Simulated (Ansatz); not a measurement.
## V2AlC (P6_3/mmc): resistivity and electron-phonon coupling

Input:

```yaml
crystal:
  lattice:
    - [2.87852, 0.00000, 0.00000]
    - [-1.43926, 2.49287, 0.00000]
    - [0.00000, 0.00000, 13.02270]
  atoms:
    - { symbol: Al, position: [0.33333, 0.66667, 0.25000] }
    - { symbol: Al, position: [0.66667, 0.33333, 0.75000] }
    - { symbol: V, position: [0.33333, 0.66667, 0.58525] }
    - { symbol: V, position: [0.66667, 0.33333, 0.41475] }
    - { symbol: V, position: [0.66667, 0.33333, 0.08525] }
    - { symbol: V, position: [0.33333, 0.66667, 0.91475] }
    - { symbol: C, position: [0.00000, 0.00000, 0.00000] }
    - { symbol: C, position: [0.00000, 0.00000, 0.50000] }
```

Method: PBEsol, DFPT electron-phonon coupling, linearised Boltzmann equation (plane waves, PAW, scalar-relativistic; Ansatz, an electronic-structure program). Cell: relaxed with this functional, without spin-orbit coupling.

```yaml
resistivity at 300 K: 12.3 (x), 12.3 (y), 49 (z) μΩ·cm
resistivity at 77 K: 0.44 (x), 0.44 (y), 1.97 (z) μΩ·cm
electron mean free path at 300 K (weighted by the current that each state carries): 8.6 (x), 8.6 (y), 7.0 (z) nm
drude_plasma_energy: 4.6 (x), 4.6 (y), 2.3 (z) eV
```

A metal at this level (no band gap). Only scattering by harmonic phonons is included (no impurities, grain boundaries, electron-electron scattering or thermal expansion). Spin-orbit coupling is left out. Halving the electron mesh (32x32x8) moves the resistivity by up to 7 % at 300 K, the mean free path by up to 8 %. Smearing 0.20 eV; phonons on a 6x6x1 q mesh, which this run doesn't test and which matters most at low temperature.

Computed structure with no diffraction record at hand here (it may be known, metastable or hypothetical): V2AlC (P6_3/mmc). Treated as nonmagnetic (a ferromagnetic start lost its moment, other orders weren't tried): V2AlC (P6_3/mmc).
